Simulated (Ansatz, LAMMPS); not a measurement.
# Si sphere of 87 atoms, radius 0.80 nm, coherent in Ge, 6x6x6 cubic cells at the host's lattice parameter

Cell 34.56 × 34.56 × 34.56 Å, Si87Ge1641, 1728 atoms. Prepared with Tersoff's 1989 multicomponent potential (SiCGe.tersoff) run with LAMMPS: minimisation. 

These are PBE, support functions at accuracy medium on the grid of 370 eV (norm-conserving potentials; Ansatz, a first-principles code) values and carry that method's errors.

Basis: localised support functions (accuracy medium) on a full density matrix. k-points: zone centre alone; occupations: Fermi-Dirac, 0.010 eV; spin polarisation not allowed. Spin-orbit coupling is left out.

- energy over the perfect crystal(s), per atom = 3 meV/atom
- electronic character of the cell = no gap resolved at this smearing
- coordination (neighbours within 2.995 Å) = 100.0 % 4-fold
- Ge-Ge bonds, mean ± spread = 2.498 ± 0.005 Å
- Ge-Si bonds, mean ± spread = 2.466 ± 0.011 Å
- Si-Si bonds, mean ± spread = 2.420 ± 0.008 Å
- bond angles, mean ± spread = 109.5° ± 0.7°
- pressure = -0.46 GPa
- cost of the final run = about 2.7 core-hours (a rough figure), 17 SCF iterations, 34 GiB
